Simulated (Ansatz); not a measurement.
Worked example: self-consistent single point of TiCl₂ (P2_1/c, 12 atoms in the cell) in Ansatz (a first-principles code).

Level of theory: PBE (plane waves, PAW; Ansatz).

```
CELL_PARAMETERS angstrom
      6.42183     0.00000     0.00000
      0.00000     6.49801     0.00000
     -1.06341     0.00000     6.54396
ATOMIC_POSITIONS crystal
  Ti 0.27540 0.03950 0.20830
  Ti 0.72460 0.53950 0.29170
  Ti 0.72460 0.96050 0.79170
  Ti 0.27540 0.46050 0.70830
  Cl 0.07000 0.33170 0.34470
  Cl 0.93000 0.83170 0.15530
  Cl 0.93000 0.66830 0.65530
  Cl 0.07000 0.16830 0.84470
  Cl 0.44960 0.75690 0.47920
  Cl 0.55040 0.25690 0.02080
  Cl 0.55040 0.24310 0.52080
  Cl 0.44960 0.74310 0.97920
```

Reference input (self-consistent single point, DFT, PBE, plane waves, default PAW files): kpoints.mp_grid.grid = 3 3 3; kpoints.mp_grid.shift = 0.5 0.5 0.5; hamiltonian.xc = pbe; hamiltonian.pseudopotentials = {kind: paw} (the program's default PAW files); scf.occupations.method = fermi_dirac; scf.occupations.width = 0.0037 Ry. This run's input differs from it in these lines:

Ansatz 0.2 input:
```diff
@@ -25,3 +25,3 @@
 scf:
-  occupations: { method: fermi_dirac, width: 0.0037 Ry }
+  occupations: { method: cold, width: 0.0037 Ry }
 output:
```

Log, with long lists cut:

```
SCF iter   1: F=—  HF=-18646.336403 eV  |F-HF|=—  |Δ(HF+E_count)|=         —  Δρ=6.78e-3  dr2=4.87e-2  ethr=1.77e-3  ⟨swp⟩=5.9  Hψ=2466  notcnv=0
all-band conjugate gradients solve this SCF's bands
preconditioner: auto → LDOS
SCF iter   2: F=—  HF=-18646.389018 eV  |F-HF|=—  |Δ(HF+E_count)|=   5.26e-2  S|Δr|=    0.00e0  Δρ=1.41e-2  dr2=2.37e-1  ethr=4.69e-5  ⟨swp⟩=2.0  Hψ=1357  notcnv=0  defer=23
   [... lines left out ...]
SCF iter   8: F=—  HF=-18646.343084 eV  |F-HF|=—  |Δ(HF+E_count)|=   4.04e-5  S|Δr|=    0.00e0  Δρ=6.06e-5  dr2=6.79e-6  ethr=3.14e-8  ⟨swp⟩=2.0  Hψ=680  notcnv=0  defer=23
SCF iter   9: F=—  HF=-18646.343085 eV  |F-HF|=—  |Δ(HF+E_count)|=   1.13e-6  S|Δr|=    0.00e0  Δρ=1.96e-5  dr2=7.64e-7  ethr=6.53e-9  ⟨swp⟩=2.9  Hψ=1103  notcnv=0  defer=23
SCF iter  10: F=-18646.343085 eV  HF=-18646.343085 eV  |F-HF|=2.46e-8  |Δ(HF+E_count)|=   2.66e-7  S|Δr|=    0.00e0  Δρ=6.58e-6  dr2=6.62e-8  ethr=9.62e-11  ⟨swp⟩=7.8  Hψ=2717  notcnv=0
SCF 1 converged in 10 iterations: F = -18646.343085 eV  dr2 = 6.62e-8
Stability not checked (fill_not_monotonic)
Free energy (F): -18646.343085 eV
Internal energy: -18646.343424 eV  (E = F + TS)
E sigma→0 (E₀):  -18646.343198 eV
Entropy (-TS):   0.000339 eV (0.028 meV/atom)
Fermi energy:    7.599022 eV
--- Forces (eV/Å), atoms counted from 1 ---
  atom   1  Ti    -0.08388152     0.11374680    -0.42023180
  atom   2  Ti     0.08388152     0.11374680     0.42023180
  atom   3  Ti     0.08388152    -0.11374680     0.42023180
  atom   4  Ti    -0.08388152    -0.11374680    -0.42023180
   [... lines left out ...]
  atom  12  Cl    -0.19380089     0.09641911    -0.10477743
--- Stress (GPa, compression-positive) ---
       -5.031750       0.000000      -0.746680
        0.000000      -6.082755       0.000000
       -0.746678       0.000000      -5.291045
  P = ⅓ Tr σ = -5.4685 GPa (-54.685 kbar)
  The stress holds the Pulay correction. Without it, at fixed plane waves, as pw.x and ABINIT print it: P = -5.4742 GPa
```

The run converged in 10 iterations. Against the reference run the free energy rises by 10.2 meV/atom, the pressure goes from -5.29 to -5.47 GPa and the largest force hardly changes (0.446 to 0.443 eV/Å).

The starting cell was generated: these elements placed on a structure prototype, without a prior relaxation; it need not be a known phase or ordering of this composition. Its lattice was rescaled by a random factor within 2.5 % of one. Spin polarisation is off, so a magnetic state, if there is one, cannot be reached. With a pressure of about -5 GPa the cell is away from its equilibrium volume at this level. Ansatz's pressure includes its estimate of the finite-basis (Pulay) stress.
